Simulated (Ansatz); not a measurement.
Seebeck coefficient (μV/K, mean over directions) of n-type monolayer SnS2 against carrier density, PBE, rigid bands (Ansatz, an electronic-structure program). Computed gap 1.57 eV; densities at which minority carriers matter at this gap, or further valleys turn the trend, are left out. Conductivity mass 0.40 mₑ (harmonic mean over directions), N_c = 1.5e13 cm⁻² at 300 K.

```csv
electron density,300 K,500 K
1.9e9 cm⁻²,-943,___
1.9e10 cm⁻²,-744,-788
1.9e11 cm⁻²,-546,-589
5.7e11 cm⁻²,___,-495
1.9e12 cm⁻²,-347,-391
5.7e12 cm⁻²,-253,-296
1.9e13 cm⁻²,-151,-193
5.7e13 cm⁻²,-69,-104
1.9e14 cm⁻²,___,-34
```

Task: Fill in the missing entries.

Result: 
- 1.9e9 cm⁻², 500 K: -986
- 5.7e11 cm⁻², 300 K: -451
- 1.9e14 cm⁻², 300 K: -20

Rigid bands with a gap fixed in temperature, one relaxation time for all states, no polarons or phonon drag, and whether or not such doping can be reached. Spin-orbit coupling is left out.
